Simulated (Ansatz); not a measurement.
Consider Zr-vacancy pair (Zr on one host W site, one W site vacant) in bcc W, neutral cell. The step: Zr and the vacancy change places (Zr-vacancy distance between ideal sites 2.76 Å throughout); the atom moves 2.33 Å along (0.42, 0.42, 0.42) of the unit cell; the moving atom starts with neighbours 2 W at 2.77, W at 2.79, 3 W at 2.85, W at 2.97, 3 W at 3.10, 3 W at 3.28 Å and ends with 2 W at 2.77, W at 2.79, 3 W at 2.85, W at 2.97, 3 W at 3.10, 3 W at 3.28 Å. DFT values are from Ansatz (plane-wave PAW, 420 eV unless said) in a cell of 36 host sites, spin-restricted, static, with no finite-size correction. Forms of the defect that were not tried may lie lower. For the PBE band: the saddle point's order was not checked, and it lies on a symmetry element of the cell, where a band can be held.

| Level | Forward barrier (eV) | Cost of the band or of the saddle's single point |
|---|---|---|
| CHGNet universal potential (has no charge state), its own band | 0.39 | - |
| PBE, a 2×2×3 k-point mesh shifted by half a step, band relaxed | 0.71 | around 80 core-minutes (rough) |
| PBE, a 3×3×5 k-point mesh shifted by half a step, same geometries | 0.70 | roughly 7 core-minutes |
| r2SCAN at 500 eV, a 2×2×3 k-point mesh shifted by half a step, same geometries | 0.70 | very roughly 5 core-minutes |

Ansatz is a first-principles code.
